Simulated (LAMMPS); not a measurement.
LAMMPS 22 Jul 2025, classical MD, AIREBO (CH.airebo): C, 4096 atoms.

```
Quantity                                                                                           Value
-----------------------------------------------  -------------------------------------------------------
task                                                                                             MD, nve
potential                                                                              AIREBO, CH.airebo
copies of the repeat unit                                                                          8×8×8
shape (slab and sphere leave vacuum in the box)                                                     bulk
temperature                                                                                        800 K
steps                                                                                                800
timestep                                                                                          0.5 fs
neighbor skin                                                                                        3 Å
neigh_modify                                                                   every 1 delay 0 check yes
thermo                                                                                               100
newton                                                                                      on (default)
atom_modify sort (bins of 2 Å where set)                                                  1000 (default)
comm_style                                                                               brick (default)
box                                                                                 28.5 × 28.5 × 28.5 Å
start                                                generated diamond lattice, warmed in an untimed run
compared values                                  energy and forces of the first step, drift over the run
```

Machine: one whole node, Arm Neoverse V2, 96 cores on 1 socket, no SMT, 1 L3 cache group.

Run on 32 ranks, it takes 4.7 s from launch to exit:

```bash
# ahead of the timed run: OMP_NUM_THREADS=1 mpirun -np 48 lmp -in in.warm -log none -nocite
OMP_NUM_THREADS=1 mpirun -np 32 lmp -in in.lmp -log log.lammps -nocite
```

From its output:

```
  using 1 OpenMP thread(s) per MPI task
  2 by 4 by 4 MPI processor grid
  4096 atoms
  master list distance cutoff = 13.2
  ghost atom cutoff = 13.2
Per MPI rank memory allocation (min/avg/max) = 6.862 | 7.115 | 7.248 Mbytes
93.8% CPU use with 32 MPI tasks x 1 OpenMP threads
...
Loop time of 4.44541 on 32 procs for 800 steps with 4096 atoms

Performance: 7.774 ns/day, 3.087 hours/ns, 179.961 timesteps/s, 737.120 katom-step/s
93.8% CPU use with 32 MPI tasks x 1 OpenMP threads

MPI task timing breakdown:
Section |  min time  |  avg time  |  max time  |%varavg| %total
---------------------------------------------------------------
Pair    | 3.6526     | 3.951      | 4.3087     |   6.8 | 88.88
Neigh   | 0          | 0          | 0          |   0.0 |  0.00
Comm    | 0.12637    | 0.48266    | 0.78096    |  19.4 | 10.86
Output  | 0.00021253 | 0.00022792 | 0.00039262 |   0.0 |  0.01
Modify  | 0.001739   | 0.0020518  | 0.0023064  |   0.3 |  0.05
Other   |            | 0.009419   |            |       |  0.21

Nlocal:            128 ave         144 max         117 min
Histogram: 1 3 7 8 5 3 2 2 0 1
Nghost:           7587 ave        7598 max        7571 min
Histogram: 1 0 2 2 3 5 8 7 3 1
Neighs:              0 ave           0 max           0 min
Histogram: 32 0 0 0 0 0 0 0 0 0
FullNghs:       220786 ave      248534 max      201662 min
Histogram: 1 3 6 9 5 3 2 2 0 1

Total # of neighbors = 7065156
Ave neighs/atom = 1724.8916
Neighbor list builds = 0
Dangerous builds = 0
```

Times are wall-clock medians of two to five runs, from launch to exit, with nothing else on the machine. Unless noted, each process is bound to its own block of adjacent cores. Build: PyPI wheel: MPICH, OPENMP and OPT packages. Other compilers and libraries give other times. Scratch files lie in a memory file system. A preparatory run goes ahead and isn't timed.

### Question
Read the timing block: which change would cut the largest part, on the same cores and with the result kept within 1.0 meV/atom in energy, 10 meV/Å in forces on 48 atoms, 0.20 meV an atom in drift of the total energy?

### Answer
The largest part is pair forces (Pair), 84 % of the time from launch to exit. Over the ranks it runs from 3.7 to 4.3 s, at 128 atoms a rank on average. One change that relieves it (others may too): going from skin = 3 Å to skin = 1 Å, one of the fastest among the values tried that keep the result: 4.7 s to 3.6 s (1.3× as fast). List entries an atom go from 1725 to 1062, Neigh from 0 to 0 s and Pair from 4 to 2.9 s. These two results differ by: energy equal as printed, forces on 48 atoms equal as printed, drift of the total energy equal as printed. Others tried: skin = 1.5 Å (3.7 s); skin = 2 Å (4.0 s); skin = 0.5 Å (4.3 s); skin = 0.2 Å (5.6 s).
